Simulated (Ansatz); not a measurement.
Worked example: relaxation of cell and atoms of CaC2 (I4/mmm, 3 atoms in the cell) in Ansatz (a first-principles code).

Level of theory: PBEsol, default PAW files made with PBE (plane waves; Ansatz).

The change in words: atoms on their sites; basis.ecutwfc: 420 eV → 210 eV; relax: default → cell and atoms. Reference geometry:
```
CaC2
1.0
   -1.94397     1.94397     3.21812
    1.94397    -1.94397     3.21812
    1.94397     1.94397    -3.21812
Ca C
1 2
Direct
  0.00777   0.00777   0.00000
  0.59789   0.59789   0.00000
  0.40211   0.40211   0.00000
```

Reference input (self-consistent single point, DFT, PBEsol, plane waves, default PAW files made with PBE): basis.ecutwfc = 420 eV; kpoints.mp_grid.grid = 9 9 9; hamiltonian.xc = pbesol; hamiltonian.pseudopotentials = {kind: paw} (the program's default PAW files); scf.occupations.method = fermi_dirac; scf.occupations.width = 0.05 eV. This run's input differs from it in these lines:

Ansatz 0.2 input:
```diff
@@ -7,3 +7,3 @@
   atoms:
-    - { symbol: Ca, position: [0.00776900, 0.00776900, 0.00000000] }
+    - { symbol: Ca, position: [0.00000000, 0.00000000, 0.00000000] }
     - { symbol: C, position: [0.59789000, 0.59789000, 0.00000000] }
@@ -11,3 +11,3 @@
 basis:
-  ecutwfc: 420.0 eV
+  ecutwfc: 210.0 eV
 kpoints:
@@ -23,2 +23,4 @@
     width: 0.05 eV
+relax:
+  cell: {}
 output:
```

Output (repeated stretches shortened):

```
   [... SCF lines of the steps left out ...]
relax step   1: F+E_penalty+E_count = -2283.55279345 eV  Δ(F+E_penalty+E_count) = +0.000e0 eV  max|allowed force component| = 5.128e-1 eV/Å  Δτ_max = 0.0000 Å  P = +0.035 GPa  Ω = 48.645 Å³  (6 SCF iters, dr2 threshold 1.00e-7 eV, accepted)
relax step   2: F+E_penalty+E_count = -2283.42911777 eV  Δ(F+E_penalty+E_count) = +1.237e-1 eV  max|allowed force component| = 5.796e-1 eV/Å  Δτ_max = 0.0300 Å  P = +1.219 GPa  Ω = 48.918 Å³  energy of the carried Pulay correction = -6.853e-2 eV  (6 [...]
   [... lines left out ...]
relax step  21: F+E_penalty+E_count = -2283.55556088 eV  Δ(F+E_penalty+E_count) = -1.838e-3 eV  max|allowed force component| = 2.603e-5 eV/Å  Δτ_max = 0.0001 Å  P = -0.004 GPa  Ω = 48.131 Å³  energy of the carried Pulay correction = +1.834e-3 eV  (6 [...]
relax step  22: F+E_penalty+E_count = -2283.55418720 eV  Δ(F+E_penalty+E_count) = +1.374e-3 eV  max|allowed force component| = 1.034e-3 eV/Å  Δτ_max = 0.0000 Å  P = -0.023 GPa  Ω = 48.131 Å³  stress off target by 3.93e-2 GPa  SCF on the basis [...]
basis re-selected at this cell: Δ(F+E_penalty+E_count) = +1.374e-3 eV, ΔP = -0.019 GPa vs the last step
the relaxation is at rest under the 16 symmetry operations that the run kept from its start: a minimum is not shown …
Stability not checked: this state was not tested for a lower state beside it, because too few of the mixer's solves of this state at the end of the SCF gave a …
Free energy (F): -2283.554187 eV
Internal energy: -2283.554187 eV  (E = F + TS)
   [... lines left out ...]
Fermi energy:    5.693110 eV
  cell:  # Å, volume = 48.1308 Å³
   [... lines left out ...]
    - [1.9280904642055419, -1.9280904642055419, 3.23674327409231]
    - [1.9280904642055419, 1.9280904642055419, -3.23674327409231]
  atoms:
    - { symbol: Ca, position: [-8.703388133181563e-20, -8.703388133181489e-20, -2.6188598837746416e-34] }
    - { symbol: C, position: [0.5979978427366426, 0.5979978427366426, 3.3983864410602343e-34] }
    - { symbol: C, position: [0.40200215726335736, 0.40200215726335736, 3.262191748934429e-34] }
```

The run converged.  The full log also holds: “iter 5 did not close the SCF: its close was put off for the readings that it lacked (scf_convergence_deferred on its scf_iter line)”. The full log also holds: “iter 4 did not close the SCF: its close was put off for the readings that it lacked (scf_convergence_deferred on its scf_iter line)”.

Summary of the result:
- Free energy E − TS (on the zero of these files): -2283.5542 eV
- Gap on the k-point mesh: 1.04 eV
- Pressure: -0.02 GPa
- Largest force (vector length): 0.001 eV/Å
- Final cell: a = 4.2322 Å, b = 4.2322 Å, c = 4.2322 Å, α = 125.80°, β = 125.80°, γ = 80.22°
- Final volume per atom: 16.04 Å³
- Relaxation steps: 22

The starting cell comes from a database of computed structures (which also holds hypothetical and non-ambient phases and stackings), without a prior relaxation at this level. Its lattice was rescaled by up to half a per cent. The relaxation keeps the symmetry of its start, so its end need not be a minimum. Ansatz's pressure includes its estimate of the finite-basis (Pulay) stress. Without the estimate this run gives -41.09 GPa. The cutoff lies below the one recommended for these files.
